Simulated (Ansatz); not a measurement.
CdCu2GeSe4: energy against strain

CdCu2GeSe4 (I-42m, 22.624 Å³/atom and stress up to 0.01 GPa in the relaxed cell, c along z) under a strain ε along c (axis z), the other axes held. PBEsol in Ansatz, a plane-wave DFT program (PAW, default set), 420 eV, 8×8×8 Γ-centred mesh, Fermi-Dirac smearing 0.05 eV; ions are relaxed, or left where forces stay under 0.02 eV/Å, within the symmetry of each cell.

Here s stands for strain and y for E less E0.

| strain (%) | E less E0 (meV/atom) |
|---|---|
| -3.00 | ? |
| -1.50 | 1.30 |
| -0.75 | 0.32 |
| 0.00 | 0.00 |
| 0.75 | 0.33 |
| 1.50 | 1.30 |

### Question
Fit y against s with a parabola, and predict the withheld value at s = -3.00.

### Answer
Least squares gives y = 0.000 + 0.0013·s + 0.5778·s². Residuals (row less fit): 0.002, -0.004, 0.000, 0.004, -0.002; standard error 0.004 (degrees of freedom: 2). Twice the quadratic coefficient over the volume, 2 × 0.5778 meV × 10⁴ × 0.1602 / 22.624 Å³, is the elastic constant C33 = 81.8 ± 0.3 GPa (± standard error of the fit, which holds the terms cut off). At the withheld row, y = 0.000 + 0.0013 × (-3.00) + 0.5778 × (-3.00)² = 5.196 meV/atom. The calculation gives 5.31 meV/atom, 0.114 meV/atom above the prediction (2.1 % of the range of y in the table). The row lies outside the fitted rows, so this is an extrapolation. The scatter of the fitted rows lies at the last printed digit.

A polynomial of degree 3 through the 8 other runs of the series gives 5.31 there, so most of the miss is curvature that the fit leaves out. This level leaves no gap over 0.05 eV at strain -0.75, 0.00, 0.75, 1.50 %. The start is a measured cell from the literature; how it stands against other phases or cation orders wasn't checked. Rows are the converged runs of the series near zero and its far end; series whose fitted rows scatter by over a few per cent of the range, as at a crossing or softening among them, aren't shown in this form, nor equations of state whose B0' disagrees with the runs' pressures. Most that stay on the fit to the last digits aren't either.
